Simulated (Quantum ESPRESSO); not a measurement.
Worked example: self-consistent single point of MoIr3 (P6_3/mmc, 8 atoms in the cell) in Quantum ESPRESSO.

Method: PBEsol, GBRV 1.5 ultrasoft (PBESOL) pseudopotentials (plane waves; Quantum ESPRESSO).

The change in words: lattice scaled by 0.98. Reference geometry:
```yaml
crystal:
  lattice:
    - [5.50902, 0.00000, 0.00000]
    - [-2.75451, 4.77095, 0.00000]
    - [0.00000, 0.00000, 4.39795]
  atoms:
    - { symbol: Mo, position: [0.33333, 0.66667, 0.25000] }
    - { symbol: Mo, position: [0.66667, 0.33333, 0.75000] }
    - { symbol: Ir, position: [0.83368, 0.66735, 0.25000] }
    - { symbol: Ir, position: [0.16633, 0.33265, 0.75000] }
    - { symbol: Ir, position: [0.16633, 0.83368, 0.75000] }
    - { symbol: Ir, position: [0.83368, 0.16633, 0.25000] }
    - { symbol: Ir, position: [0.33265, 0.16633, 0.25000] }
    - { symbol: Ir, position: [0.66735, 0.83368, 0.75000] }
```

Reference input (self-consistent single point, DFT, PBEsol, plane waves, GBRV 1.5 ultrasoft (PBESOL) pseudopotentials): ecutwfc = 40 Ry; ecutrho = 320 Ry; occupations = smearing; smearing = fd; degauss = 0.0099958 Ry; potentials = {Mo: mo_pbesol_v1.uspp.F.UPF, Ir: ir_pbesol_v1.2.uspp.F.UPF}; K_POINTS = automatic 5 5 6 0 0 0; conv_thr = 1e-10 Ry; mixing_beta = 0.7. This run's input differs from it in these lines:

```diff
@@ -10,4 +10,4 @@
  ibrav = 4
- A = 5.50901984
- C = 4.39795000
+ A = 5.39883966
+ C = 4.30999100
  nat = 8
```

Output (repeated stretches shortened):

```
     Self-consistent Calculation

     iteration #  1     ecut=    40.00 Ry     beta= 0.70

     negative rho (up, down):  1.724E+00 0.000E+00

     total energy              =   -1363.03677962 Ry
     estimated scf accuracy    <      10.00507516 Ry

     iteration #  2     ecut=    40.00 Ry     beta= 0.70

     negative rho (up, down):  1.879E+00 0.000E+00

     total energy              =   -1364.92763976 Ry
     estimated scf accuracy    <      39.91944335 Ry

     iteration #  3     ecut=    40.00 Ry     beta= 0.70

     negative rho (up, down):  1.868E+00 0.000E+00

     total energy              =   -1368.47942253 Ry
     estimated scf accuracy    <       1.59250410 Ry

   [... 9 blocks of this kind left out ...]

     iteration # 13     ecut=    40.00 Ry     beta= 0.70

     negative rho (up, down):  1.847E+00 0.000E+00

     total energy              =   -1368.84424708 Ry
     estimated scf accuracy    <          1.4E-09 Ry

     iteration # 14     ecut=    40.00 Ry     beta= 0.70

     negative rho (up, down):  1.847E+00 0.000E+00
     End of self-consistent calculation

     the Fermi energy is    25.8583 ev

!    total energy              =   -1368.84424708 Ry
     estimated scf accuracy    <          2.3E-11 Ry
     smearing contrib. (-TS)   =      -0.02178307 Ry
     internal energy E=F+TS    =   -1368.82246401 Ry

     convergence has been achieved in  14 iterations

     negative rho (up, down):  1.847E+00 0.000E+00

     Forces acting on atoms (cartesian axes, Ry/au):

     atom    1 type  1   force =     0.00000000    0.00000000    0.00000000
     atom    2 type  1   force =    -0.00000000   -0.00000000   -0.00000000
     atom    3 type  2   force =     0.00000000   -0.00278303    0.00000000
     atom    4 type  2   force =    -0.00000000    0.00278303   -0.00000000
     atom    5 type  2   force =     0.00241017   -0.00139151    0.00000000
   [... lines left out ...]
     Total force =     0.006817     Total SCF correction =     0.000003
   [... lines left out ...]

     negative rho (up, down):  1.847E+00 0.000E+00
          total   stress  (Ry/bohr**3)                   (kbar)     P=      174.15
   0.00117392   0.00000000   0.00000000          172.69        0.00        0.00
   0.00000000   0.00117392   0.00000000            0.00      172.69        0.00
   0.00000000   0.00000000   0.00120363            0.00        0.00      177.06

   JOB DONE.
```

The run converged in 14 iterations. Against the reference run the free energy rises by 30.1 meV/atom, the pressure goes from -6.59 to 17.41 GPa and the largest force goes from 0.034 to 0.072 eV/Å.

The starting cell comes from a database of computed structures (which also holds hypothetical and non-ambient phases and stackings), without a prior relaxation at this level. For this run, on top of that: lattice scaled by 0.98. Spin polarisation is off. With a pressure of about 17 GPa the cell is away from its equilibrium volume at this level.

Cost on one core of a shared machine: roughly 2 min.
